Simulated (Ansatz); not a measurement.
The parent structure is PbI$_{2}$ in the CdI2 type structure (space group P-3m1, No. 164; layered).

```xyz
3
Lattice="4.4389 0.0000 0.0000 -2.2195 3.8442 0.0000 0.0000 0.0000 6.7413" Properties=species:S:1:pos:R:3 pbc="T T T"
Pb     0.0000     0.0000     0.0000
I      0.0000     2.5628     1.8892
I      2.2195     1.2814     4.8522
```

Level of theory: PBEsol-D3(BJ) in Ansatz (plane waves to 420 eV, PAW, no spin-orbit coupling).

For the base:

```
Quantity   Result
--------  -------
Band gap  1.92 eV
```

Modification: a free-standing slab of 1 layer (3 atoms, 3 a layer) is cut normal to the stacking axis, with 15 Å of vacuum and the in-plane cell relaxed.

Task: Predict the new band gap.

Result: The band gap goes up by 0.60 eV to 2.52 eV.

Task: What does the calculation give for the excess energy per area of both faces after the change?

Result: The excess energy per area of both faces (slab less bulk energy over the cell's area: twice a surface energy) is 0.35 J/m².

Task: Predict the new electron mass.

Result: The electron mass (in plane) amounts to 0.24 mₑ (at Γ).

Task: Estimate the effect on the gap character.

Result: The gap character is indirect, K–Γ (67 % along) → Γ.

Task: What happens to the thickness between the outermost nuclei?

Result: The thickness between the outermost nuclei comes out as 3.81 Å.

Slab and bulk use different k-meshes, which limits the precision of the excess energy. Spin-orbit coupling, missing from the scalar runs, can matter with I and Pb. Masses are band curvatures over ±0.01 Å⁻¹ around the edge. No phonon test of stability was made.

Ansatz is a first-principles code.
